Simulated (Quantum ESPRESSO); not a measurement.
A user runs Quantum ESPRESSO on NbP₂ (C2/m, 6 atoms in the cell) and asks whether the run is sound. The aim is a self-consistent single point with DFT, PBEsol, plane waves, GBRV 1.5 ultrasoft (PBESOL) pseudopotentials.

Cell that was meant: a = 4.8487 Å, b = 4.8487 Å, c = 7.7497 Å, α = 117.10°, β = 117.10°, γ = 40.78°.

Part of the input:

```fortran
   occupations = 'smearing',
   smearing = 'gaussian',
   degauss = 0.0147,
   tot_charge = 1,
/
&ELECTRONS
   conv_thr = 1e-10,
```

Output (repeated stretches shortened):

```
     Message from routine setup:
     using ibrav=0 with symmetry is DISCOURAGED, use correct ibrav instead
     G-vector sticks info
   [... lines left out ...]
        k(    1) = (   0.0000000   0.0000000   0.0000000), wk =   0.0136054
        k(    2) = (   0.0000000   0.0000000   0.2386204), wk =   0.0272109
        k(    3) = (   0.0762035   0.2050097   0.0423682), wk =   0.0544218
   [... 41 lines left out ...]

     Dense  grid:    67867 G-vectors     FFT dimensions: (  54,  54,  90)

     Smooth grid:    23999 G-vectors     FFT dimensions: (  40,  40,  60)

     Initial potential from superposition of free atoms

     starting charge      45.9944, renormalised to      45.0000
     Self-consistent Calculation

     iteration #  1     ecut=    40.00 Ry     beta= 0.50

     Threshold (ethr) on eigenvalues was too large:
     Diagonalizing with lowered threshold

     total energy              =    -298.81681516 Ry
     estimated scf accuracy    <       0.27957346 Ry

     iteration #  2     ecut=    40.00 Ry     beta= 0.50

     total energy              =    -298.83280052 Ry
     estimated scf accuracy    <       0.39871224 Ry

     iteration #  3     ecut=    40.00 Ry     beta= 0.50

     total energy              =    -298.89471128 Ry
     estimated scf accuracy    <       0.04221789 Ry

   [... 9 blocks of this kind left out ...]

     iteration # 13     ecut=    40.00 Ry     beta= 0.50

     total energy              =    -298.90425293 Ry
     estimated scf accuracy    <          1.8E-10 Ry

     iteration # 14     ecut=    40.00 Ry     beta= 0.50
     End of self-consistent calculation

     the Fermi energy is    10.9307 ev

!    total energy              =    -298.90425293 Ry
     estimated scf accuracy    <          3.8E-12 Ry
     smearing contrib. (-TS)   =      -0.00430827 Ry
     internal energy E=F+TS    =    -298.89994467 Ry

     convergence has been achieved in  14 iterations

     Forces acting on atoms (cartesian axes, Ry/au):

     atom    1 type  1   force =    -0.00557373    0.00000000    0.00055060
     atom    2 type  1   force =     0.00557373    0.00000000   -0.00055060
     atom    3 type  2   force =    -0.00849474    0.00000000    0.00892479
     atom    4 type  2   force =     0.00849474   -0.00000000   -0.00892479
   [... lines left out ...]

     Total force =     0.021110     Total SCF correction =     0.000002

          total   stress  (Ry/bohr**3)                   (kbar)     P=     -382.30
  -0.00252839   0.00000000   0.00003254         -371.94        0.00        4.79
   0.00000000  -0.00265915   0.00000000            0.00     -391.17        0.00
   0.00003254   0.00000000  -0.00260893            4.79        0.00     -383.79

   JOB DONE.
```

**Question.** Is this run sound? If not, what is wrong?

**Answer.** The run is not sound. The fault is an unintended net charge. A charged periodic cell changes the electron count and is neutralised by a uniform background, so energy, forces and pressure belong to another system. To fix it, remove the charge. The run converged in 14 iterations without an error; against the sound input the pressure goes from -14.39 to -38.23 GPa and the largest force hardly changes (0.323 to 0.317 eV/Å). The full log also holds: “c_bands:  1 eigenvalues not converged”.

An input that runs soundly differs in these lines (not the only fix; some lines may just follow from the change or write a value another way):
```diff
-   tot_charge = 1,
```

With that input, the run converged in 13 iterations: free energy E − TS -4055.6253 eV; Fermi level (on the code's own zero) 11.61 eV; pressure -14.39 GPa; largest force (vector length) 0.323 eV/Å (DFT, PBEsol, plane waves, GBRV 1.5 ultrasoft (PBESOL) pseudopotentials).

On the sound input: the starting cell comes from a database of computed structures (which also holds hypothetical and non-ambient phases and stackings), without a prior relaxation at this level. Its lattice was rescaled by a random factor within 2.5 % of one. Spin polarisation is off. With a pressure of about -14 GPa the cell is away from its equilibrium volume at this level.
